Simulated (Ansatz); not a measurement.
Results of PBE (Ansatz, a program for electronic structure, PAW) for Nb2AlB2 (model structure, started from the Fe2AlB2 type, Cmmm, No. 65, 5 atoms in the cell).

Input file:

Ansatz 0.2 input:
```yaml
crystal:
  lattice:
    - [1.5627148466, -5.8011376598, 0.0]
    - [1.5627148466, 5.8011376598, 0.0]
    - [0.0, 0.0, 3.2980250947]
  atoms:
    - { symbol: Al, position: [0.0, 0.0, 0.0] }
    - { symbol: Nb, position: [0.3578404802, 0.6421595198, 0.5] }
    - { symbol: Nb, position: [0.6421595198, 0.3578404802, 0.5] }
    - { symbol: B, position: [0.211026505, 0.788973495, 0.0] }
    - { symbol: B, position: [0.788973495, 0.211026505, 0.0] }
basis:
  ecutwfc: 520
  ecutrho_ratio: 4
  xc_grid: 2
kpoints:
  mp_grid: { grid: [18, 18, 18] }
hamiltonian:
  xc: pbe
  dispersion: none
  pseudopotentials: { kind: paw }
scf:
  occupations: { method: fermi_dirac, width: 0.05 }
output:
  forces: true
  stress: true
  eigenvalues: true
relax:
  f_tol: 0.004
  escape_saddle: false
  max_steps: 80
  cell: { stress_tol: 0.02, fix: [volume] }
```

From the output:

```
Relaxation: its limit of steps is 80 (relax.max_steps)
Crystal: 5 atoms, lattice volume = 59.797 Å³
Basis set: ecut = 520 eV, 1613 PW (Γ), exchange–correlation on 90×90×50 points (8 copies of the dense FFT grid, shifted against one another)
Bands: 23, of which v1, the nominal top of the filled ones, is band 18 counted from 1 (17 counted from 0)
Symmetry: 8 space group operations
Space group: Cmmm (ITA 65), of the structure as read, at distance tolerance 3.9e-5 Å
k-points: 910 of 5832
Functional: x = pbe(κ = 0.804, μ = 0.2195149727645171), c = pbe(β = 0.06672455060314922)
SCF iter   1: F=—  HF=-9956.679825 eV  |F-HF|=—  |Δ(HF+E_count)|=         —  Δρ=6.50e-3  dr2=8.63e-2
SCF iter   2: F=—  HF=-9956.668711 eV  |F-HF|=—  |Δ(HF+E_count)|=   1.11e-2  Δρ=3.71e-3  dr2=3.37e-2
  ...
SCF 1 converged in 6 iterations: F = -9956.661781 eV  dr2 = 1.20e-8
Crystal: 5 atoms, lattice volume = 59.797 Å³
Basis set: ecut = 520 eV, 1617 PW (Γ), exchange–correlation on 90×90×50 points (8 copies of the dense FFT grid, shifted against one another)
Initial density: handed on by an earlier stage of this run
  ...
Crystal: 5 atoms, lattice volume = 59.797 Å³
SCF 3 converged in 6 iterations: F = -9956.663422 eV  dr2 = 4.85e-10
Crystal: 5 atoms, lattice volume = 59.797 Å³
SCF 4 converged in 6 iterations: F = -9956.663586 eV  dr2 = 4.74e-12
Crystal: 5 atoms, lattice volume = 59.797 Å³
SCF 5 converged in 6 iterations: F = -9956.663666 eV  dr2 = 1.99e-11
Crystal: 5 atoms, lattice volume = 59.797 Å³
SCF 6 converged in 6 iterations: F = -9956.663672 eV  dr2 = 2.81e-12
Crystal: 5 atoms, lattice volume = 59.797 Å³
SCF iter   7: F=-9956.663672 eV  HF=-9956.663672 eV  |F-HF|=0.00e0  |Δ(HF+E_count)|=    0.00e0  Δρ=5.13e-9  dr2=2.11e-14
SCF iter   8: F=-9956.663672 eV  HF=-9956.663672 eV  |F-HF|=3.64e-12  |Δ(HF+E_count)|=  3.64e-12  Δρ=1.59e-9  dr2=1.99e-15
SCF 7 converged in 8 iterations: F = -9956.663672 eV  dr2 = 1.99e-15
SCF converged after 8 iterations
Free energy (F): -9956.663672 eV
Internal energy: -9956.632351 eV  (E = F + TS)
E sigma→0 (E₀):  -9956.648012 eV
Fermi energy:    15.960111 eV
--- Forces (eV/Å), atoms counted from 1 ---
  atom   1  Al     0.00000000     0.00000000     0.00000000
  atom   2  Nb     0.00000000     0.00001825    -0.00000000
  atom   3  Nb    -0.00000000    -0.00001825     0.00000000
  atom   4  B      0.00000000    -0.00006733    -0.00000000
  atom   5  B      0.00000000     0.00006733     0.00000000
--- Stress (GPa, compression-positive) ---
        4.062142       0.000000       0.000000
        0.000000       4.063980      -0.000000
        0.000000      -0.000000       4.059728
  P = ⅓ Tr σ = 4.0620 GPa (40.620 kbar)
```

The cell is one volume of an energy–volume scan, off the minimum.

Note: the run has no spin polarisation, so it can have missed a magnetic state. Note: the relaxation could raise the start's symmetry but not lower it, so the cell can be a saddle point.

A model structure was made by putting elements into a prototype or built by hand; it is no filed structure, need not be a known phase, and can be a saddle point held by its symmetry.
